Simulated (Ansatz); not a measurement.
Ansatz (a program for electronic structure) run on Mo₂N (I4_1/amd, 6 atoms in the cell): zone-centre phonon calculation.

Computed with LDA (PW92), PAW files made with PBE (plane waves; Ansatz).

```
CELL_PARAMETERS angstrom
     -2.14864     2.14864     4.01405
      2.14864    -2.14864     4.01405
      2.14864     2.14864    -4.01405
ATOMIC_POSITIONS crystal
  Mo 0.98696 0.48696 0.50000
  Mo 0.23696 0.23696 0.00000
  Mo 0.76304 0.76304 0.00000
  Mo 0.51304 0.01304 0.50000
  N  0.25000 0.75000 0.50000
  N  0.50000 0.50000 0.00000
```

Reference input (self-consistent single point, DFT, LDA (PW92), plane waves, PAW files made with PBE): basis.ecutwfc = 30.9 Ry; kpoints.mp_grid.grid = 7 7 7; hamiltonian.xc = lda; hamiltonian.pseudopotentials = {kind: paw} (the program's default PAW files); scf.occupations.method = fermi_dirac; scf.occupations.width = 0.0073 Ry. This run's input differs from it in these lines:

```diff
@@ -21,6 +21,4 @@
   occupations: { method: fermi_dirac, width: 0.0073 Ry }
-output:
-  forces: true
-  eigenvalues: true
-  stress: true
+phonons:
+  method: dfpt
```

Output (repeated stretches shortened):

```
SCF iter   1: F=—  HF=-20125.455381 eV  |F-HF|=—  |Δ(HF+E_count)|=         —  Δρ=1.18e-1  dr2=1.19e1  ethr=3.10e-3  ⟨swp⟩=4.8  Hψ=8744  notcnv=0
all-band conjugate gradients solve this SCF's bands
preconditioner: auto → Kerker (q_TF=auto, 2.676 Å⁻¹)
SCF iter   2: F=—  HF=-20122.556720 eV  |F-HF|=—  |Δ(HF+E_count)|=    2.90e0  Δρ=5.50e-2  dr2=2.43e0  ethr=3.10e-3  ⟨swp⟩=3.0  Hψ=5433  notcnv=0
   [... lines left out ...]
SCF iter   8: F=—  HF=-20121.733271 eV  |F-HF|=—  |Δ(HF+E_count)|=   3.08e-7  Δρ=4.28e-6  dr2=1.21e-8  ethr=1.31e-9  ⟨swp⟩=2.0  Hψ=3570  notcnv=0
SCF iter   9: F=—  HF=-20121.733271 eV  |F-HF|=—  |Δ(HF+E_count)|=   2.53e-9  Δρ=8.06e-7  dr2=4.19e-10  ethr=1.83e-11  ⟨swp⟩=2.0  Hψ=3642  notcnv=0
SCF iter  10: F=—  HF=-20121.733271 eV  |F-HF|=—  |Δ(HF+E_count)|=  6.18e-11  Δρ=1.54e-7  dr2=1.60e-11  ethr=1.00e-12  ⟨swp⟩=2.4  Hψ=3576  notcnv=0
SCF iter  11: F=-20121.733271 eV  HF=-20121.733271 eV  |F-HF|=7.28e-12  |Δ(HF+E_count)|=  1.09e-11  Δρ=2.28e-8  dr2=4.03e-13  ethr=1.00e-12  ⟨swp⟩=5.3  Hψ=10280  notcnv=0
SCF 1 converged in 11 iterations: F = -20121.733271 eV  dr2 = 4.03e-13
DFPT response loops at Γ: preconditioner auto → Kerker (q_TF=auto, 2.676 Å⁻¹) (partly filled bands, converged f_vac=0.000) …
Free energy (F): -20121.733271 eV
Internal energy: -20121.592981 eV  (E = F + TS)
E sigma→0 (E₀):  -20121.663126 eV
Entropy (-TS):   -0.140290 eV (-23.382 meV/atom)
Fermi energy:    19.977365 eV
--- Phonons (Γ-DFPT): 5 representative perturbations + reference, on 64 of 343 k-points (Σ response iterations 18) ---
  k mesh reduced under 4 symmetry operations, with k and −k counted as one. Each operation leaves every solved displacement unchanged or reverses it
  ASR residual: 9.693e-4 → 0.000e0 eV/Å²; symmetrization residual: 2.234e-6 eV/Å²
  ASR residual per site (eV/Å²): 9.69e-4 9.69e-4 9.69e-4 9.69e-4 7.37e-5 7.37e-5
  Γ frequencies (cm⁻¹): 0.00 0.00 0.00 24.35 90.93 90.93 161.54 161.54 171.27 171.27 199.21 200.70 307.26 307.26 314.94 314.94 533.18 575.72
  non-analytic LO–TO correction: not included (Born effective charges unavailable; polar crystals: no LO–TO splitting at Γ)
```

The run converged in 11 iterations. 

Summary of the result:
| Item | Value |
|---|---|
| Free energy E − TS (on the zero of these files) | -20121.7333 eV |
| Fermi level (on the code's own zero) | 19.98 eV |
| Zone-centre frequencies (cm⁻¹; negative means imaginary) | 0, 0, 0, 24, 91, 91, 162, 162, 171, 171, 199, 201, 307, 307, 315, 315, 533, 576 |

The starting cell comes from a database of computed structures (which also holds hypothetical and non-ambient phases and stackings), without a prior relaxation at this level. Its lattice was rescaled by a random factor within 2.5 % of one. Spin polarisation is off.

Cost on one core of a shared machine: roughly 80 s.

Keys are those of Ansatz 0.2.
